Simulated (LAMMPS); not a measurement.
System: a melt made from GaAs (zinc blende), 216 atoms, at 830 K and 0 GPa, brought to that temperature within a few picoseconds.

Model: classical MD, pair style bop, file GaAs.bop.table; code LAMMPS.

```csv
angle (°),"probability per degree, As-Ga-Ga","probability per degree, Ga-Ga-Ga","probability per degree, As-Ga-As"
40.50,0.0000,0.0000,0.0000
43.50,0.0001,0.0002,0.0000
46.50,0.0008,0.0010,0.0001
49.50,0.0037,0.0047,0.0007
52.50,0.0078,0.0084,0.0014
55.50,0.0082,0.0122,0.0006
58.50,0.0067,0.0134,0.0005
61.50,0.0065,0.0133,0.0007
64.50,0.0065,0.0084,0.0009
67.50,0.0082,0.0069,0.0015
70.50,0.0095,0.0057,0.0021
73.50,0.0130,0.0042,0.0034
76.50,0.0152,0.0060,0.0049
79.50,0.0172,0.0079,0.0070
82.50,0.0191,0.0084,0.0125
85.50,0.0203,0.0111,0.0131
88.50,0.0216,0.0130,0.0147
91.50,0.0181,0.0118,0.0169
94.50,0.0164,0.0122,0.0163
97.50,0.0133,0.0111,0.0190
100.5,0.0131,0.0089,0.0161
103.5,0.0112,0.0106,0.0166
106.5,0.0091,0.0097,0.0178
109.5,0.0080,0.0073,0.0163
112.5,0.0062,0.0070,0.0143
115.5,0.0060,0.0088,0.0129
118.5,0.0048,0.0080,0.0141
121.5,0.0039,0.0082,0.0127
124.5,0.0043,0.0076,0.0108
127.5,0.0041,0.0066,0.0107
130.5,0.0037,0.0080,0.0089
133.5,0.0038,0.0089,0.0082
136.5,0.0037,0.0084,0.0077
139.5,0.0033,0.0075,0.0068
142.5,0.0034,0.0064,0.0054
145.5,0.0040,0.0077,0.0048
148.5,0.0034,0.0072,0.0054
151.5,0.0038,0.0060,0.0044
154.5,0.0035,0.0045,0.0046
157.5,0.0030,0.0039,0.0036
160.5,0.0033,0.0049,0.0032
163.5,0.0030,0.0029,0.0033
166.5,0.0027,0.0047,0.0031
169.5,0.0027,0.0035,0.0018
172.5,0.0019,0.0024,0.0018
175.5,0.0010,0.0028,0.0013
178.5,0.0004,0.0010,0.0004
```

The data show:
- state found: slow or partial motion within 30 ps, no clear phase
- most common As-Ga-Ga angle: in the 3° bin centred on 88.5° (mean of all 96°)
- most common As-Ga-As angle: in the 3° bin centred on 97.5° (mean of all 111°)

Caution: enthalpy drifts during the constant-pressure average: a transition or slow ageing; fluctuation values are void.
